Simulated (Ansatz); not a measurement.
The (113) surface of germanium, 1 pair of surface atoms bonded, Si on one of 4 atoms of the third shell, no caps (bottom of the slab: built like the top, H on every dangling bond, free)

Calculation: PBE (plane waves to 420 eV, PAW; Ansatz, a program for electronic structure).

Model: 32-atom slab, 12.6 Å thick at the start with caps and adatoms (thin: gaps and levels are the slab's own), 4x4x1 mesh, Fermi-Dirac 0.025 eV, dipole correction, 4 atoms held, the rest relaxed; no symmetry held; no spin, no spin-orbit, no U. In PBE it is, or lies within 0.01 eV a 1x1 cell of, the lowest of the 2 structures of its composition computed so far; larger cells were not tried.

```yaml
gap_of_the_slab_on_its_k_mesh: 0.41 eV
highest_filled_level_below_the_top_vacuum_level: 4.66 eV
energy_released_by_relaxation: 1.63 eV
cost: roughly 40 core-minutes
```
